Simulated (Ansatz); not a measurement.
Fluorite AuAl2

Method: LC-ωPBE (plane waves, PAW; Ansatz, an electronic-structure program).

Numerical settings: plane-wave cutoff 460 eV, 8×8×8 k mesh, Fermi–Dirac smearing 0.05 eV, scalar-relativistic PAW data made under PBE.

Cell (relaxed at this level):

```cif
data_Al2Au
_chemical_formula_sum 'Al2 Au1'
_space_group_name_H-M_alt 'P 1'
_space_group_IT_number 1
_cell_length_a 4.21040
_cell_length_b 4.21040
_cell_length_c 4.21040
_cell_angle_alpha 60.000
_cell_angle_beta 60.000
_cell_angle_gamma 60.000
loop_
_space_group_symop_operation_xyz
  'x, y, z'
loop_
_atom_site_label
_atom_site_type_symbol
_atom_site_fract_x
_atom_site_fract_y
_atom_site_fract_z
_atom_site_occupancy
Al1 Al 0.25000 0.25000 0.25000 1
Al2 Al 0.75000 0.75000 0.75000 1
Au1 Au 0.00000 0.00000 0.00000 1
```

| Property | Value |
|---|---|
| bulk modulus | 139 GPa |

Spin–orbit coupling is not included; it can shift volumes and moduli of such heavy elements.

It cost around 15 core-minutes (rough) of CPU time.
